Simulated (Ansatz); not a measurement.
## A computed series for AlRu: point defects

Take an 8-atom supercell of AlRu in the CsCl type structure (space group Pm-3m, No. 221; a = 2.983 Å) at its relaxed geometry as the base.

One neutral defect a cell, atoms relaxed at fixed cell.

Computed with r2SCAN (Ansatz, a program for electronic structure, PAW, spin-orbit coupling left out), earlier PAW set.

```csv
variant,pressure,largest displacement of a host atom from its site in the perfect cell
perfect supercell,0.0 GPa,–
Sb on a Ru site,21.1 GPa,0.39 Å
Ru vacancy,-4.9 GPa,0.00 Å
Al vacancy,-11.1 GPa,0.31 Å
"Al on a Ru site (antisite), symmetric start",4.2 GPa,0.00 Å
```

In so small a cell the defect repeats every few ångströms: this is an ordered compound, not a dilute defect. Defects with a symmetric start kept the site's symmetry and may sit on a saddle; the others started slightly shaken. The final runs are not spin-polarised.
